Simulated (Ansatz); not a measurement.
Cubic perovskite BaZrO3, treated with RPBE in Ansatz (plane waves, PAW).

Run with plane-wave cutoff 520 eV, 8×8×8 k mesh, Fermi–Dirac smearing 0.01 eV, scalar-relativistic PAW data made under PBE.

The cell has the measured lattice: a = b = c = 4.191 Å, α = β = γ = 90.00°.

Problem. Give the computed band gap and smallest direct gap on the k points sampled.

Solution. 
band gap: 3.29 eV
smallest direct gap on the k points sampled: 3.48 eV

Measured, for comparison: band gap 5.3 eV (temperature not stated, no zero-point or thermal correction, first of three measured values (5.3, 4.86, 4.8), our sources range from 4.86 to 5.30; as tabulated in Lindman et al. (2015), arXiv:1503.06612).

Note: cell and atoms aren't relaxed at this level (pressure 7.7 GPa).

Spin–orbit coupling is not included.

Static lattice: no zero-point or thermal effects.

The result took very roughly 15 core-seconds.

Ansatz is an electronic-structure program.
